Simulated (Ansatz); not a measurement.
The parent structure is InSb in the zinc blende structure (space group F-43m, No. 216; a = 6.520 Å). Axes: x, y, z lie along the cube axes.

The values are results of PBEsol (Ansatz, an electronic-structure program), spin-orbit coupling left out, earlier PAW set, not measurements.

For the base:

| Quantity | Value |
|---|---|
| Pressure | 0.0 GPa |

The change: the cell is stretched by 1.61 % along y with no lateral relaxation; the atoms relax in the strained cell.

Q: How does this affect the energy relative to the base and pressure?

A: The energy goes up by 1.7 meV/atom; the pressure (mean of the normal stresses, compression positive) goes from zero to -0.7 GPa.

Whether these cells are dynamically stable was not tested. The final runs are not spin-polarised.
